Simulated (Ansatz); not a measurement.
## Carrier properties of AlAs (F-43m)

Input:

```yaml
crystal:
  lattice:
    - [0.00000, 2.73532, 2.73532]
    - [2.73532, 0.00000, 2.73532]
    - [2.73532, 2.73532, 0.00000]
  atoms:
    - { symbol: Al, position: [0.00000, 0.00000, 0.00000] }
    - { symbol: As, position: [0.75000, 0.75000, 0.75000] }
```

These are PBEsol with spin-orbit coupling, rigid bands (plane waves, PAW; Ansatz, a program for electronic structure) values and carry that method's errors. Condition of this run: hydrostatic pressure 10 GPa (the target of the relaxation). How the cell was made: cell and atoms relaxed with PBEsol, then loaded as said.

```json
{
 "band_gap": "1.04 eV",
 "electron conductivity mass (300 K, dilute)": "0.30 mₑ",
 "hole conductivity mass (300 K, dilute)": "0.56 mₑ",
 "effective density of states N_c (300 K)": "1.5e19 cm⁻³",
 "effective density of states N_v (300 K)": "2.3e19 cm⁻³",
 "density_of_states_mass_electrons": "0.72 mₑ",
 "density_of_states_mass_holes": "0.95 mₑ",
 "Seebeck coefficient, n-type 1e19 cm⁻³, 300 K": "-252 μV/K",
 "best n-type power factor at 300 K for τ = 10 fs (best axis; densities from 1e16 to 1e21 cm⁻³ tried, whether or not they can be reached)": "7.7 μW/(cm·K²) at 3e19 cm⁻³",
 "Seebeck coefficient, p-type 1e19 cm⁻³, 300 K": "303 μV/K"
}
```

Rigid bands; masses and Seebeck coefficients take one relaxation time τ for all states and one kind of carrier; polarons and phonon drag are left out.
